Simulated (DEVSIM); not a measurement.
## illuminated Si n-on-p cell, one wavelength

Device: illuminated Si n-on-p cell, one wavelength, at 300 K.

```tsv
layer (left to right)	material	thickness (μm)	Nd (cm⁻³)	Na (cm⁻³)	τn (s)	τp (s)	absorption coefficient (cm⁻¹)
1	Si	0.0320	2e18	-	8.2e-6	7.4e-7	540
2	Si	28.0	-	2.7e15	3.9e-5	3.9e-5	540
```

Left contact: ohmic, minority hole recombination velocity 70000 cm/s. Right contact: ohmic, minority electron recombination velocity 1e5 cm/s. Voltage is applied to the left contact. Recombination: SRH at mid-gap, radiative, Auger. Light enters at the left, 1.6e17 photons cm⁻² s⁻¹, one pass, no reflection. Mobility is μmin + (μ − μmin)/(1 + (N/Nref)^α).

The device is made up for the run: typed textbook-type constants, with dimensions and the other settings drawn at random. Values at 300 K.

```csv
parameter,Si
gap (eV),1.124
affinity (eV),4.05
permittivity,11.7
Nc (cm⁻³),2.86e19
Nv (cm⁻³),3.1e19
μn (cm²/Vs),1417
μp (cm²/Vs),470
"μn,min",52
"μp,min",45
"Nref,n",9.7e16
"Nref,p",2.2e17
αn,0.68
αp,0.72
B (cm³/s),4.7e-15
Cn (cm⁶/s),2.8e-31
Cp (cm⁶/s),9.9e-32
```

Model (solved in DEVSIM): 1D drift-diffusion, Boltzmann statistics, complete ionisation; no tunnelling, impact ionisation, image-force lowering or self-heating.

The potential step across the device at zero bias is 0.814 V and the largest field in the device at zero bias is 79000 V/cm. The dark forward voltage at 1 A/cm² is 0.605 V and the dark forward voltage at 100 A/cm² is 0.777 V. The short-circuit current is 13.5 mA/cm². The open-circuit voltage comes out as 0.491 V and the fill factor is 0.80. The largest power comes out as 5.28 mW/cm² and the share of generated pairs collected at short circuit is 0.675.

Current under light (generator sign):

| V (V) | J (mA/cm²) |
|---|---|
| 0.00 | 13.5 |
| 0.06 | 13.5 |
| 0.12 | 13.5 |
| 0.20 | 13.5 |
| 0.26 | 13.5 |
| 0.34 | 13.4 |
| 0.36 | 13.3 |
| 0.38 | 13.2 |
| 0.40 | 13.0 |
| 0.42 | 12.5 |
| 0.44 | 11.5 |
| 0.46 | 9.33 |
| 0.48 | 4.58 |
| 0.50 | -5.68 |

Dark reverse current:

| V (V) | J (A/cm²) |
|---|---|
| 0.04 | 1.5e-10 |
| 0.10 | 2.5e-10 |
| 0.20 | 3.7e-10 |
| 0.30 | 4.7e-10 |
| 0.40 | 5.7e-10 |
| 0.60 | 7.4e-10 |
| 0.80 | 8.9e-10 |
| 1.00 | 1.0e-9 |
| 1.30 | 1.2e-9 |
| 1.60 | 1.4e-9 |
| 2.00 | 1.6e-9 |
